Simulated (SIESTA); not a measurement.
## Worked example: self-consistent single point of Ge2Mo (I4mm, 3 atoms in the cell) in SIESTA

Method: SIESTA with LDA PW92, numerical atomic orbitals TZP, PseudoDojo LDA standard norm-conserving potentials (rewritten from UPF to PSML).

The input file:

```
# files in the folder: Ge.psml Mo.psml (PseudoDojo LDA standard)
SystemName  Ge2Mo
SystemLabel ge2mo

NumberOfAtoms                3
NumberOfSpecies              2
%block ChemicalSpeciesLabel
  1 32 Ge
  2 42 Mo
%endblock ChemicalSpeciesLabel
LatticeConstant              4.742283 Ang
%block LatticeVectors
    -0.351812619    0.351812619    0.867442116
     0.351812619   -0.351812619    0.867442116
     0.351812619    0.351812619   -0.867442116
%endblock LatticeVectors
AtomicCoordinatesFormat      ScaledCartesian
%block AtomicCoordinatesAndAtomicSpecies
    -0.000000000    0.000000000    1.158463741  1
    -0.000000000    0.000000000    0.586963382  1
     0.000000000    0.000000000    0.000000000  2
%endblock AtomicCoordinatesAndAtomicSpecies

XC.functional                LDA
XC.authors                   PW92
PAO.BasisSize                TZP
PAO.EnergyShift              0.005 Ry
MeshCutoff                   300 Ry
%block kgrid.MonkhorstPack
    6   0   0  0.0
    0   6   0  0.0
    0   0   6  0.0
%endblock kgrid.MonkhorstPack
OccupationFunction           MP
OccupationMPOrder            0
ElectronicTemperature        1160.45 K

MaxSCFIterations             150
SCF.Mixer.Method             Pulay
SCF.Mixer.Weight             0.1
SCF.Mixer.History            8
SCF.DM.Tolerance             1.0E-05
Diag.ParallelOverK           true
WriteForces                  true
```

Output (repeated stretches shortened):

```
reinit: Reading from file input.fdf

reinit: System Name: Ge2Mo
reinit: System Label: ge2mo

coor:   Atomic-coordinates input format  =     Cartesian coordinates
coor:                                          (in units of alat)

siesta: Atomic coordinates (Bohr) and species
siesta:     -0.00000   0.00000  10.38171  1        1
siesta:     -0.00000   0.00000   5.26014  1        2
siesta:      0.00000   0.00000   0.00000  2        3

siesta: System type = bulk

initatomlists: Number of atoms, orbitals, and projectors:      3    69    54

siesta: ******************** Simulation parameters ****************************
redata: Spin configuration                          = none
redata: Time-Reversal Symmetry                      = T
redata: Number of Atomic Species                    =        2
redata: Mesh Cutoff                                 =   300.0000 Ry
redata: Net charge of the system                    =     0.0000 |e|
redata: Min. number of SCF Iter                     =        0
redata: Max. number of SCF Iter                     =      150
redata: SCF convergence failure will abort job
redata: SCF mix quantity                            = Hamiltonian
redata: Mix DM or H after convergence               =   F
redata: Recompute H after scf cycle                 =   F
redata: Mix DM in first SCF step                    =   T
redata: No kicks to SCF
redata: DM Mixing Weight for Kicks                  =     0.5000
redata: Require Harris convergence for SCF          =   F
redata: Harris energy tolerance for SCF             =     0.000100 eV
redata: Require DM convergence for SCF              =   T
redata: DM tolerance for SCF                        =     0.000010
redata: Require EDM convergence for SCF             =   F
redata: EDM tolerance for SCF                       =     0.001000 eV
redata: Require H convergence for SCF               =   T
redata: Hamiltonian tolerance for SCF               =     0.001000 eV
redata: Require (free) Energy convergence for SCF   =   F
redata: (free) Energy tolerance for SCF             =     0.000100 eV
redata: Using DFT-D3 dispersion                     =   F
redata: Using Saved Data (generic)                  =   F
redata: Method of Calculation                       = Diagonalization
redata: Electronic Temperature                      =  1160.4500 K
redata: Number of TDED substeps                     =        3
redata: Dynamics option                             = Single-point calculation
redata: Save all siesta data in one NC              =   F
redata: ***********************************************************************

%block SCF.Mixers
  Pulay
%endblock SCF.Mixers

%block SCF.Mixer.Pulay
  # Mixing method
  method pulay
  variant stable

  # Mixing options
  weight 0.1000
  weight.linear 0.1000
  history 8
%endblock SCF.Mixer.Pulay

DM_history_depth set to one: no extrapolation allowed by default for geometry relaxation
Size of DM history Fstack: 1
Total number of electrons:    42.000000
Total ionic charge:    42.000000

* ProcessorY, Blocksize:    1  64

* Orbital distribution balance (max,min):    69    69

k-point displ. along   1 input, could be:     0.00    0.50
k-point displ. along   2 input, could be:     0.00    0.50
k-point displ. along   3 input, could be:     0.00    0.50
 Kpoints in:          144 . Kpoints trimmed:          132

siesta: k-grid: Number of k-points = 132
siesta: k-points from Monkhorst-Pack grid
siesta: k-cutoff (effective) =    10.010 Ang
siesta: k-point supercell and displacements
siesta: k-grid:     6     0     0      0.000
siesta: k-grid:     0     6     0      0.000
siesta: k-grid:     0     0     6      0.000

diag: Algorithm                                     = D&C
diag: Parallel over k                               =   F
diag: Use parallel 2D distribution                  =   F
diag: Parallel block-size                           = 64
diag: Parallel distribution                         =     1 x     1
diag: Used triangular part                          = Lower
diag: Absolute tolerance                            =  0.100E-15
diag: Orthogonalization factor                      =  0.100E-05
diag: Memory factor                                 =  1.0000

superc: Internal auxiliary supercell:     7 x     7 x     9  =     441
superc: Number of atoms, orbitals, and projectors:   1323  30429  23814

                        Single-point calculation

superc: Internal auxiliary supercell:     7 x     7 x     9  =     441
superc: Number of atoms, orbitals, and projectors:   1323  30429  23814

outcell: Unit cell vectors (Ang):
       -1.668395    1.668395    4.113656
        1.668395   -1.668395    4.113656
        1.668395    1.668395   -4.113656

outcell: Cell vector modules (Ang)   :    4.742283    4.742283    4.742283
outcell: Cell angles (23,13,12) (deg):    138.8036    138.8036     59.6745
outcell: Cell volume (Ang**3)        :     45.8021
new_DM -- step:     1
Initializing Density Matrix...

Attempting to read DM from file... Failed...
DM filled with atomic data:

InitMesh: MESH = 48 x 48 x 36 = 82944
InitMesh: Mesh cutoff (required, used) =   300.000   447.784 Ry

stepf: Methfessel-Paxton step function
       Using Hermite-Gauss polynomials of order  0

        iscf     Eharris(eV)        E_KS(eV)     FreeEng(eV)     dDmax    Ef(eV) dHmax(eV)
   scf:    1    -6741.558548    -6765.529224    -6765.536149  1.362960 -3.787021 11.771458
   scf:    2    -6771.140184    -6768.691521    -6768.698731  0.153269 -4.247732  6.925303
   scf:    3    -6770.417702    -6770.150886    -6770.155964  0.246481 -4.802860  1.950182
   scf:    4    -6769.885517    -6770.106495    -6770.113412  0.138658 -4.768389  2.097267
   scf:    5    -6769.726712    -6770.136676    -6770.140600  0.144545 -5.138975  1.834189
   scf:    6    -6770.266624    -6770.262695    -6770.268754  0.061300 -4.968398  0.155028
   [... 3 lines left out ...]
   scf:   10    -6770.264070    -6770.264059    -6770.270011  0.001130 -4.984757  0.006310
   scf:   11    -6770.264066    -6770.264063    -6770.270012  0.000132 -4.985195  0.002191
   scf:   12    -6770.264064    -6770.264064    -6770.270012  0.000043 -4.985314  0.001034
   scf:   13    -6770.264065    -6770.264064    -6770.270012  0.000033 -4.985424  0.000003
   scf:   14    -6770.264064    -6770.264064    -6770.270012  0.000000 -4.985425  0.000003

SCF Convergence by DM+H criterion
max |DM_out - DM_in|         :     0.0000002752
max |H_out - H_in|      (eV) :     0.0000029772
SCF cycle converged after 14 iterations

Using DM_out to compute the final energy and forces

siesta: E_KS(eV) =            -6770.2641

siesta: E_KS - E_eggbox =     -6770.2641

siesta: Atomic forces (eV/Ang):
     1   -0.000329   -0.000329   -0.636072
     2   -0.000019   -0.000019    0.412223
     3   -0.000022   -0.000022    0.223191
   Tot   -0.000371   -0.000371   -0.000657
   Max    0.636072
   Res    0.263382    sqrt( Sum f_i^2 / 3N )
   Max    0.636072    constrained

Stress tensor Voigt[x,y,z,yz,xz,xy] (kbar):       72.33       72.33       41.83       -0.05       -0.05        0.03
(Free)E + p*V (eV/cell)    -6772.0470
Target enthalpy (eV/cell)    -6770.2700

siesta: Program's energy decomposition (eV):
siesta: Ebs     =     -1102.192824
siesta: Eions   =      8321.554436
siesta: Ena     =       998.639641
siesta: Ekin    =      4244.434348
siesta: Enl     =     -2280.381402
siesta: Eso     =         0.000000
siesta: Edftu   =         0.000000
siesta: DEna    =        36.843924
siesta: DUscf   =         1.146844
siesta: DUext   =         0.000000
siesta: Ex      =     -1334.025395
siesta: Ec      =      -115.367586
siesta: Exc     =     -1449.392981
siesta: Eharris =     -6770.264064
siesta: Etot    =     -6770.264064
siesta: FreeEng =     -6770.270012

siesta: Atomic forces (eV/Ang):
siesta:      1   -0.000329   -0.000329   -0.636072
siesta:      2   -0.000019   -0.000019    0.412223
siesta:      3   -0.000022   -0.000022    0.223191
siesta: ----------------------------------------
siesta:    Tot   -0.000371   -0.000371   -0.000657

siesta: Stress tensor (static) (eV/Ang**3):
siesta:     0.045144    0.000017   -0.000028
siesta:     0.000017    0.045144   -0.000028
siesta:    -0.000028   -0.000028    0.026106

siesta: Cell volume =         45.802135 Ang**3

siesta: Pressure (static):
siesta:                Solid            Molecule  Units
siesta:          -0.00042256         -0.00023667  Ry/Bohr**3
siesta:          -0.03879760         -0.02173018  eV/Ang**3
siesta:         -62.16060455        -34.81558638  kBar
```

The run converged in 14 iterations.

The starting cell comes from a database of computed structures (which also holds hypothetical and non-ambient phases and stackings), without a prior relaxation at this level. Its lattice was rescaled by up to half a per cent. One atom was moved a little off its site on purpose. Spin polarisation is off. Values carry the incompleteness of an atom-centred basis. With a pressure of about -6 GPa the cell is away from its equilibrium volume at this level.

Cost on one core of a shared machine: roughly 90 s.
